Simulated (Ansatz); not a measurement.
## CuI (P-3m1, No. 164, 4 atoms in the cell; start mp-570081; a measured phase of this formula has another space group)

These are r²SCAN (plane waves, PAW; Ansatz, an electronic-structure program) values and carry that method's errors.

Settings: plane-wave cutoff 560 eV, 12×12×6 k mesh (along the axes of the cell as run), Fermi–Dirac smearing 0.01 eV, no spin polarisation, scalar-relativistic PAW data made under PBE.

Cell (relaxed at this level):

```cif
data_Cu2I2
_chemical_formula_sum 'Cu2 I2'
_space_group_name_H-M_alt 'P-3m1'
_space_group_IT_number 164
_space_group_name_Hall '-P 3 2"'
_cell_length_a 4.13701
_cell_length_b 4.13701
_cell_length_c 7.46594
_cell_angle_alpha 90.000
_cell_angle_beta 90.000
_cell_angle_gamma 120.000
loop_
_atom_site_label
_atom_site_type_symbol
_atom_site_symmetry_multiplicity
_atom_site_Wyckoff_symbol
_atom_site_fract_x
_atom_site_fract_y
_atom_site_fract_z
_atom_site_occupancy
Cu1 Cu 2 d 0.33333 0.66667 0.40873 1
I1 I 2 d 0.66667 0.33333 0.24550 1
```

* **band gap**: 2.14 eV (on the SCF k mesh)

Note: the relaxation could not lower the start's symmetry, so the cell can be a saddle point above a distorted one; the cell has widely spaced layers and the level no dispersion term, so their spacing and the moduli can rest on weak binding.

Spin–orbit coupling is not included; with these elements it can move the gap by several tenths of an eV or more.

The computed numbers hold no vibrational or temperature effects.

It cost roughly 4 core-minutes of CPU time.

A start named mp-… is a Materials Project structure, which need not be a measured phase.
